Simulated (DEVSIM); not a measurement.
System: Ti/SiO2/p-InP capacitor, at 300 K.

```csv
layer (left to right),material,thickness (nm),Na (cm⁻³)
1,SiO2,36.0,-
2,InP,9700,4.1e15
```

Metal gate on the left, work function 4.33 eV. Fixed charge at the semiconductor interface 0 cm⁻² (in units of +e); interface traps 1.1e11 cm⁻² eV⁻¹, uniform in energy, neutral level at 0.5 of the gap above the valence band.

Constants are typed, rounded textbook-type inputs, not results; the design itself was drawn at random and stands for no fabricated device. Values at 300 K.

| parameter | SiO2 | InP |
|---|---|---|
| gap (eV) | 9 | 1.344 |
| affinity (eV) | 0.9 | 4.38 |
| permittivity | 3.9 | 12.5 |
| Nc (cm⁻³) | - | 5.7e17 |
| Nv (cm⁻³) | - | 1.1e19 |

Simulated with DEVSIM: 1D Poisson equation in equilibrium, Boltzmann statistics, complete ionisation; no quantum confinement or tunnelling. Metal contacts follow the ideal Schottky-Mott rule: no Fermi-level pinning, no interface dipoles.

The substrate doping was swept, all else fixed.

```json
[
 {"substrate doping (cm^-3)": "2e14", "flat-band voltage (V)": "-1.18", "minimum of the low-frequency capacitance (μF/cm²)": "0.0183"},
 {"substrate doping (cm^-3)": "4.1e14", "flat-band voltage (V)": "-1.21", "minimum of the low-frequency capacitance (μF/cm²)": "?"},
 {"substrate doping (cm^-3)": "8.2e14", "flat-band voltage (V)": "-1.23", "minimum of the low-frequency capacitance (μF/cm²)": "0.0215"},
 {"substrate doping (cm^-3)": "2e15", "flat-band voltage (V)": "-1.25", "minimum of the low-frequency capacitance (μF/cm²)": "0.0242"},
 {"substrate doping (cm^-3)": "4.1e15", "flat-band voltage (V)": "-1.28", "minimum of the low-frequency capacitance (μF/cm²)": "0.0275"},
 {"substrate doping (cm^-3)": "8.2e15", "flat-band voltage (V)": "-1.30", "minimum of the low-frequency capacitance (μF/cm²)": "0.0315"}
]
```

Problem. Fill in the missing entries.

Solution. 
- 4.1e14, minimum of the low-frequency capacitance (μF/cm²): 0.0196
